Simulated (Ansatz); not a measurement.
An Ansatz (a program for electronic structure) run: ZrRu; PBEsol (Ansatz), no spin-orbit coupling.

Input:

Ansatz 0.2 input:
```yaml
crystal:
  lattice:
    - [3.231937722, 0, 0]
    - [0, 3.231937722, 0]
    - [0, 0, 3.231937722]
  atoms:
    - { symbol: Zr, position: [0.5, 0.5, 0.5] }
    - { symbol: Ru, position: [0, 0, 0] }
basis: { ecutwfc: 420, ecutrho_ratio: 4, xc_grid: 2, fft_grid_basis: typed }
kpoints: { mp_grid: { grid: [14, 14, 14] } }
hamiltonian:
  xc: pbesol
  dispersion: none
  pseudopotentials: { kind: paw }
scf: { occupations: { method: fermi_dirac, width: 0.05 }, convergence: { dr2_threshold: 0.0000000002 } }
output: { forces: true, stress: true }
```

Output:

```
WARN ansatz: RAYON_NUM_THREADS=2 ignored (pool sized by the plan → 2); use --threads N
Pseudopotentials: kind: paw
Pseudopotential: Zr, paw, valence charge 12
Pseudopotential: Ru, paw, valence charge 16
Functional definition: PBEsol
Crystal: 2 atoms, lattice volume = 33.759 Å³
Basis set: ecut = 420 eV, 691 PW (Γ), exchange–correlation on 48×48×48 points (8 copies of the dense FFT grid, shifted against one another)
Bands: 18, of which v1, the nominal top of the filled ones, is band 14 counted from 1 (13 counted from 0)
Symmetry: 48 space group operations
Space group: Pm-3m (ITA 221), of the structure as read, at distance tolerance 3.2e-5 Å
k-points: 120 of 2744
PAW frozen core: Zr, regenerated for the run's functional, and the local potential with it
PAW frozen core: Ru, regenerated for the run's functional, and the local potential with it
Initial density: superposition of atomic densities (neutral atoms: chi_scale 0, normalization atom), corrected by the library's trained network
Initial wavefunctions: pseudopotential atomic-orbital guess
Eigensolver: davidson
Functional: x = pbesol(κ = 0.804, μ = 0.12345679012345678), c = pbesol(β = 0.046)
SCF iter   1: F=—  HF=-9946.417686 eV  |F-HF|=—  |Δ(HF+E_count)|=         —  Δρ=6.67e-3  dr2=1.92e-2  ethr=1.77e-3  ⟨swp⟩=4.9  Hψ=8822  notcnv=0
all-band conjugate gradients solve this SCF's bands
preconditioner: auto → none
SCF iter   2: F=—  HF=-9946.416444 eV  |F-HF|=—  |Δ(HF+E_count)|=   1.24e-3  Δρ=3.71e-3  dr2=6.58e-3  ethr=6.84e-5  ⟨swp⟩=1.6  Hψ=3270  notcnv=0
SCF iter   3: F=—  HF=-9946.415657 eV  |F-HF|=—  |Δ(HF+E_count)|=   7.87e-4  Δρ=4.42e-4  dr2=6.60e-5  ethr=2.35e-5  ⟨swp⟩=1.9  Hψ=2387  notcnv=0
SCF iter   4: F=—  HF=-9946.415651 eV  |F-HF|=—  |Δ(HF+E_count)|=   5.65e-6  Δρ=9.66e-5  dr2=1.54e-6  ethr=2.36e-7  ⟨swp⟩=2.0  Hψ=3727  notcnv=0
SCF iter   5: F=—  HF=-9946.415653 eV  |F-HF|=—  |Δ(HF+E_count)|=   1.91e-6  Δρ=1.36e-5  dr2=5.97e-8  ethr=5.51e-9  ⟨swp⟩=2.5  Hψ=3751  notcnv=0
SCF iter   6: F=—  HF=-9946.415653 eV  |F-HF|=—  |Δ(HF+E_count)|=   6.44e-9  Δρ=2.06e-6  dr2=1.26e-9  ethr=2.13e-10  ⟨swp⟩=2.9  Hψ=3939  notcnv=0
SCF iter   7: F=-9946.415653 eV  HF=-9946.415653 eV  |F-HF|=1.64e-11  |Δ(HF+E_count)|=  3.64e-11  Δρ=3.20e-7  dr2=2.62e-11  ethr=1.00e-12  ⟨swp⟩=4.0  Hψ=7241  notcnv=0
SCF 1 converged in 7 iterations: F = -9946.415653 eV  dr2 = 2.62e-11
SCF converged after 7 iterations
Free energy (F): -9946.415653 eV
Harris-Foulkes:  -9946.415653 eV  (|F-HF|=1.64e-11)
Internal energy: -9946.410289 eV  (E = F + TS)
E sigma→0 (E₀):  -9946.412971 eV
Entropy (-TS):   -0.005364 eV (-2.682 meV/atom)
Fermi energy:    19.189619 eV
--- Per-component energies (eV) ---
  E_band       = -154.716173
  E_kinetic    = 851.871078
  E_local      = -2021.775652  (includes V_loc(G=0)·N_el)
  E_nonlocal   = 426.622308
  E_hartree    = 662.396115
  E_xc         = -351.529231
  E_vxc        = -431.095819  (∫ρ·V_xc dr)
  E_paw        = -6300.133513  (= ΣΔE_a)
  E_vpaw       = -305.130273  (= ΣTr[D̂ρ^β])
  E_aug_tail   = -0.000173  (compensation charges beyond the density's cutoff)
  E_ewald      = -3214.280237
  E_core_change = 0.419016  (= ΣΔE_core)
  E_smearing   = -0.005364  (= −TS)
  E_closure    = -0.000000  (closes the sum)
  Σ components = -9946.415653   (vs F -9946.415653, Δ=0.00e0)
  [band-id]    e_kinetic+e_local+e_nonlocal+2·e_hartree+e_vxc+e_vpaw+e_augmentation_tail = -154.716302   (vs E_band -154.716173, Δ=-1.29e-4)
--- Forces (eV/Å), atoms counted from 1 ---
  atom   1  Zr     0.00000000     0.00000000     0.00000000
  atom   2  Ru    -0.00000000     0.00000000     0.00000000
  max |Σ_I F_I| component: 1.21e-29 eV/Å
--- Stress (GPa, compression-positive) ---
        0.000183       0.000000       0.000000
       -0.000000       0.000183       0.000000
        0.000000       0.000000       0.000183
  P = ⅓ Tr σ = 0.0002 GPa (0.002 kbar)
  The stress holds the Pulay correction. Without it, at fixed plane waves, as pw.x and ABINIT print it: P = -0.0389 GPa
  The stress includes an estimate of the error left by incomplete SCF convergence (largest component 0.0001 GPa).
--- Band table ---
  band table: none
```

Stability against distortions was not tested. All final runs are without spin polarisation. The cell is ZrRu in the CsCl type structure (space group Pm-3m, No. 221).
